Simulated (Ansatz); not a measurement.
# ZrGeO3 (model structure, started from the PbTiO3 type, P4mm, No. 99, 5 atoms in the cell)

Calculation: PBEsol in Ansatz (plane waves, PAW).

Run with plane-wave cutoff 520 eV, 8×8×8 k mesh, Fermi–Dirac smearing 0.01 eV, scalar-relativistic PAW data made under PBE.

Cell (relaxed at this level):

```cif
data_GeO3Zr
_chemical_formula_sum 'Zr1 Ge1 O3'
_space_group_name_H-M_alt 'P4mm'
_space_group_IT_number 99
_space_group_name_Hall 'P 4 -2'
_cell_length_a 3.98691
_cell_length_b 3.98691
_cell_length_c 4.34265
_cell_angle_alpha 90.000
_cell_angle_beta 90.000
_cell_angle_gamma 90.000
loop_
_atom_site_label
_atom_site_type_symbol
_atom_site_symmetry_multiplicity
_atom_site_Wyckoff_symbol
_atom_site_fract_x
_atom_site_fract_y
_atom_site_fract_z
_atom_site_occupancy
Zr1 Zr 1 b 0.50000 0.50000 0.57895 1
Ge1 Ge 1 a 0.00000 0.00000 0.19508 1
O1 O 2 c 0.00000 0.50000 0.44957 1
O2 O 1 b 0.50000 0.50000 0.01703 1
```

For ZrGeO3 (model structure, started from the PbTiO3 type, P4mm, No. 99, 5 atoms in the cell), the band gap is 1.39 eV (on the SCF k mesh). The Γ–Γ gap is 3.58 eV. The bulk modulus comes out as 104 GPa.

Note: the bulk modulus is −V dP/dV from two relaxed cells at ±2 % in volume; the relaxation could raise the start's symmetry but not lower it, so the cell can be a saddle point.

Spin–orbit coupling is not included.

Static lattice: no zero-point or thermal effects.

Computing time: roughly 2.8 core-minutes.

A model structure was made by putting elements into a prototype or built by hand; it is no filed structure, need not be a known phase, and can be a saddle point held by its symmetry.

Ansatz is an electronic-structure program.
